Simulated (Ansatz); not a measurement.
Base system: GaN in the wurtzite structure (space group P6_3mc, No. 186; a = 3.218 Å, c = 5.243 Å). Axes: x lies along a and z along c of the hexagonal cell.

All numbers come from PBE (Ansatz, a first-principles code), scalar-relativistic without spin-orbit coupling.

Now apply this change: every lattice vector is stretched by 3.00 %, atoms relaxed at fixed cell.

Problem. Predict the stress tensor and what it implies for the stiffness.

Solution. Stress of the strained cell less that of the base (GPa, compression positive):
```
 -12.55    0.00    0.00
   0.00  -12.55    0.00
   0.00    0.00  -12.49
```

Then B = −ΔP/(ΔV/V₀) with ΔV/V₀ = 0.0927 gives secant stiffness values (nonlinear terms included at this strain): B (at held cell shape, above the free-shape value) ≈ 135 GPa.

As a check, the harmonic strain energy −½ V₀ Δσ:ε is 41 meV/atom; the computed energy rise is 46 meV/atom.

Stability against distortions was not tested.
